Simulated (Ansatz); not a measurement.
Take CaF$_{2}$ in the fluorite structure (space group Fm-3m, No. 225; a = 5.439 Å) as the base.

Levels (all Ansatz, a program for electronic structure, PAW): r2SCAN (500 eV, scalar-relativistic without spin-orbit coupling); HSE06+SOC (420 eV, noncollinear with spin-orbit coupling).

The geometry is relaxed with r2SCAN.

- r2SCAN band gap: 8.03 eV

### Question
What does HSE06+SOC give at this geometry for the band gap?

### Answer
The band gap goes up by 1.42 eV, from 8.03 eV to 9.45 eV.

Single points use the geometry relaxed with r2SCAN. HSE06 gaps are upper bounds (no full band path). The spin-orbit shifts are approximate. Whether these cells are dynamically stable was not tested.
